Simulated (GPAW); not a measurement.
Worked example: self-consistent single point of Tl (P6_3/mmc, 2 atoms in the cell) in GPAW.

Method of the run: LDA (Perdew-Wang 92), GPAW PAW datasets LDA (gpaw-data 1.0.1) (plane waves; GPAW).

```yaml
crystal:
  lattice:
    - [3.56519, 0.00000, 0.00000]
    - [-1.78259, 3.08754, 0.00000]
    - [0.00000, 0.00000, 5.75610]
  atoms:
    - { symbol: Tl, position: [0.33333, 0.66667, 0.25000] }
    - { symbol: Tl, position: [0.66667, 0.33333, 0.75000] }
```

Reference input (self-consistent single point, DFT PBE, plane waves, GPAW PAW datasets PBE (gpaw-data 1.0.1)): mode = pw; ecut = 550 eV; xc = PBE; kpts = 9 9 5; mesh shift (steps) = 0 0 0; occupations.name = fermi-dirac; occupations.width = 0.05 eV; nbands = -6; convergence.density = 1e-05 e/electron; symmetry.symmorphic = false; symmetry.tolerance = 0.0005; maxiter = 100. This run's input differs from it in these lines:

```diff
@@ -13,3 +13,3 @@
 calc = GPAW(mode={'name': 'pw', 'ecut': 550},
-            xc='PBE',
+            xc='LDA',
             kpts=(9, 9, 5),
```

Its files differ too (potentials: GPAW PAW datasets LDA (gpaw-data 1.0.1)).

Output, abridged:

```
     iter     time        total  log10-change:
                         energy   eigst   dens
iter:   1 --:--:--    -6.386477
iter:   2 --:--:--    -6.378609   -2.34  -1.68
iter:   3 --:--:--    -6.319263   -2.04  -1.71
iter:   4 --:--:--    -6.328918   -2.59  -2.13
iter:   5 --:--:--    -6.328843c  -2.47  -2.33
iter:   6 --:--:--    -6.318005c  -3.24  -2.40
iter:   7 --:--:--    -6.317818c  -4.49  -3.15
iter:   8 --:--:--    -6.317816c  -4.69  -3.40
iter:   9 --:--:--    -6.317820c  -4.97  -3.32
   [... 3 lines left out ...]
iter:  13 --:--:--    -6.317799c  -5.03  -3.35
iter:  14 --:--:--    -6.317799c  -6.35  -3.89
iter:  15 --:--:--    -6.317794c  -6.34  -3.88
iter:  16 --:--:--    -6.317799c  -6.55  -3.77
iter:  17 --:--:--    -6.317798c  -7.46c -3.87
iter:  18 --:--:--    -6.317802c  -6.61  -3.83
iter:  19 --:--:--    -6.317795c  -5.94  -3.92
iter:  20 --:--:--    -6.317803c  -5.91  -3.80
iter:  21 --:--:--    -6.317797c  -6.51  -3.93
iter:  22 --:--:--    -6.317797c  -7.48c -3.96
iter:  23 --:--:--    -6.317798c  -6.90  -3.98
iter:  24 --:--:--    -6.317797c  -7.34  -4.23
iter:  25 --:--:--    -6.317797c  -8.35c -4.40
iter:  26 --:--:--    -6.317797c  -8.21c -4.43
iter:  27 --:--:--    -6.317797c  -7.96c -4.92
iter:  28 --:--:--    -6.317797c  -8.27c -5.23c
Converged after 28 iterations.

Dipole moment: (-0.000000, 0.000000, -0.000000) |e|*Ang

Energy contributions relative to reference atoms: (reference = -1099495.675036)

Kinetic:         -0.023769
Potential:       -0.548446
External:        +0.000000
XC:              -5.886383
Entropy (-ST):   -0.015124
Local:           +0.148364
SIC:             +0.000000
--------------------------
Free energy:     -6.325359
Extrapolated:    -6.317797

Showing only first 2 kpts
 Kpt  Band  Eigenvalues  Occupancy
  0    11      0.54367    2.00000
  0    12      3.29035    2.00000
  0    13     13.09445    0.00000
  0    14     13.09447    0.00000

  1    11     -0.43332    2.00000
  1    12      4.66643    2.00000
  1    13     13.25041    0.00000
  1    14     13.25043    0.00000

Fermi level: 5.73021

No gap
No difference between direct/indirect transitions
Energy (eV): -6.317797

Forces in eV/Ang:
  0 Tl    0.00000    0.00000    0.00000
  1 Tl    0.00000    0.00000   -0.00000

Stress tensor:
     0.028626     0.000000     0.000000
     0.000000     0.028626     0.000000
     0.000000     0.000000     0.026857
Stress (GPa, Voigt): [4.5864 4.5864 4.303  0.     0.     0.    ]
```

The run converged in 28 iterations. GPAW prints stress with tension positive. Against the reference run the pressure goes from -0.46 to -4.49 GPa.

The starting cell comes from a database of computed structures (which also holds hypothetical and non-ambient phases and stackings), without a prior relaxation at this level. Its lattice was rescaled by a random factor within 2.5 % of one. With a pressure of about -4 GPa the cell is away from its equilibrium volume at this level.
